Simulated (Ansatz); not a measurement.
The reference is SiO2 in the rutile structure (space group P4_2/mnm, No. 136; a = 4.2359 Å, c = 2.6899 Å).

Levels (all Ansatz, a quantum-chemistry and plane-wave program, PAW, earlier PAW set): PBE (420 eV, spin-orbit coupling left out); r2SCAN (500 eV, no spin-orbit coupling).

Levels that relaxed their own cell: PBE and r2SCAN.

```csv
level,lattice parameter a,lattice parameter c
PBE,4.236 Å,2.690 Å
r2SCAN,4.185 Å,2.668 Å
```

Measured: lattice parameter a 4.179 Å (room temperature; as listed in Zenji Hiroi, Progress in Solid State Chemistry (2015)); lattice parameter c 2.6649 Å (room temperature; as listed in Zenji Hiroi, Progress in Solid State Chemistry (2015)).

Computed minus measured — lattice parameter a: PBE +1.4 %, r2SCAN +0.1 % (closest: r2SCAN); lattice parameter c: PBE +0.9 %, r2SCAN +0.1 % (closest: r2SCAN). Measured values not marked as corrected hold thermal and zero-point effects that the static-lattice runs lack.

Stability against distortions was not tested.
